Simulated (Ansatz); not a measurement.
Where the default PAW files enter, the runs use the earlier of Ansatz's two default sets.

Evanescent states of ZnSe (F-43m, zinc blende, 2 atoms a cell, 22.7 Å³ an atom) along the normal of (110)

These are r2SCAN (plane waves, PAW; Ansatz, a program for electronic structure) values and carry that method's errors.

The gap is the functional's own, uncorrected, and κ follows it; spin-orbit coupling is left out. Mid-gap means the computed energy nearest the middle.

Energies count from the valence-band top; κ is the least over a 8×6 mesh across the current.

| E (eV) | κ (1/Å) | where |
|---|---|---|
| 0.05 | 0.038 | Γ |
| 0.15 | 0.064 | Γ |
| 0.25 | 0.080 | Γ |
| 0.35 | 0.092 | Γ |
| 0.45 | [?] | Γ |
| 0.55 | [?] | Γ |
| 0.65 | [?] | Γ |
| 0.75 | [?] | Γ |
| 0.85 | [?] | Γ |
| 0.95 | [?] | Γ |
| 1.05 | [?] | Γ |
| 1.15 | [?] | Γ |
| 1.25 | [?] | Γ |
| 1.35 | [?] | Γ |
| 1.45 | [?] | Γ |
| 1.55 | 0.091 | Γ |
| 1.65 | 0.078 | Γ |
| 1.75 | 0.059 | Γ |
| 1.85 | 0.022 | Γ |

**Question.** Fill in the missing entries.

**Answer.** 
- 0.45, κ (1/Å): 0.101
- 0.55, κ (1/Å): 0.107
- 0.65, κ (1/Å): 0.112
- 0.75, κ (1/Å): 0.116
- 0.85, κ (1/Å): 0.118
- 0.95, κ (1/Å): 0.119
- 1.05, κ (1/Å): 0.118
- 1.15, κ (1/Å): 0.116
- 1.25, κ (1/Å): 0.113
- 1.35, κ (1/Å): 0.107
- 1.45, κ (1/Å): 0.100
